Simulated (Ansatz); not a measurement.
Take Ag in the fcc (Cu type) structure (space group Fm-3m, No. 225; a = 4.148 Å; relaxed with 0.1 eV smearing) as the base.

The values are results of Kohn–Sham DFT with the PBE functional, run in Ansatz (a first-principles code) with PAW and 420 eV plane waves, no SOC, not measurements.

Before the change:

| Quantity | Value |
|---|---|
| Pressure | 0.0 GPa |

The change: every lattice vector is shortened by 0.55 %, atoms relaxed at fixed cell.

Q: How does this affect the pressure and energy relative to the base?

A: The pressure goes from zero to 1.6 GPa; the energy increases by 1.4 meV/atom.

The cells carry an imposed strain or load. Stability against distortions was not tested.
